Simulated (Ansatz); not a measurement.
System: Si (I4/mmm, No. 139, 4 atoms in the cell; start mp-999200; another form than the element's usual one). Method: LDA in Ansatz (plane waves, PAW).

Run with plane-wave cutoff 520 eV, 10×10×10 k mesh, scalar-relativistic PAW data made under PBE.

Computed at the level's own relaxed cell.

Elastic tensor (GPa, Voigt notation, ions relaxed):

```
  144.1    62.5    48.0     0.0     0.0     0.0
   62.5   144.1    48.0     0.0     0.0     0.0
   48.0    48.0   192.7     0.0     0.0     0.0
    0.0     0.0     0.0    50.5     0.0     0.0
    0.0     0.0     0.0     0.0    50.5     0.0
    0.0     0.0     0.0     0.0     0.0    28.8
```

Task: Work out the Voigt, Reuss and Hill averages of the bulk and shear moduli, Young's modulus and Poisson's ratio from the printed constants.

Result: K_V = [C11 + C22 + C33 + 2(C12 + C13 + C23)]/9 = [480.9 + 2 × 158.5]/9 = 88.7 GPa. G_V = [480.9 − 158.5 + 3 × 129.8]/15 = 47.5 GPa. From the compliances S = C⁻¹, K_R = 88.0 and G_R = 43.9 GPa. Hill means: K = 88.3, G = 45.7 GPa. E = 9KG/(3K + G) = 117 GPa, ν = (3K − 2G)/(6K + 2G) = 0.28, K/G = 1.93.

Note: the relaxation could not lower the start's symmetry, so the cell can be a saddle point above a distorted one.

Computed values are for the static lattice.

A start named mp-… is a Materials Project structure, which need not be a measured phase.

Ansatz is a quantum-chemistry and plane-wave program.
